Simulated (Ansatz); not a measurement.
Y with two functionals, pressure 30 GPa

Start from Y in the hcp (Mg type) structure (space group P6_3/mmc, No. 194; a = 3.656 Å, c = 5.679 Å).

(Cell as relaxed with PBE.)

Levels (all Ansatz, a quantum-chemistry and plane-wave program, PAW): PBE (420 eV, no spin-orbit coupling); r2SCAN (500 eV, no spin-orbit coupling).

Each level relaxes its own structure.

```
base                      PBE    r2SCAN
-------------------  --------  --------
volume per atom      32.86 Å³  33.46 Å³
lattice parameter a   3.656 Å   3.683 Å
band gap                 zero      zero
```

One thing is altered: a hydrostatic pressure of 30 GPa.

| quantity | PBE | r2SCAN |
|---|---|---|
| shortest interatomic distance | 3.122 Å | [?] |
| c/a ratio | 1.615 | [?] |
| band gap | zero | [?] |

Q: Given the PBE results, estimate those of r2SCAN.

A: 
- shortest interatomic distance, r2SCAN: 3.113 Å
- c/a ratio, r2SCAN: 1.584
- band gap, r2SCAN: zero

PBE's shortest interatomic distance lies 0.0096 Å above r2SCAN's (0.3 %); PBE's c/a ratio lies 0.0317 above r2SCAN's; the two agree on the band gap. Neither level is exact; r2SCAN is the comparison here, not a measurement.

Load acts through the strain it causes; cell and atoms are relaxed under it. No phonon test of stability was made. Competing high-pressure phases were not computed. All final runs are without spin polarisation.
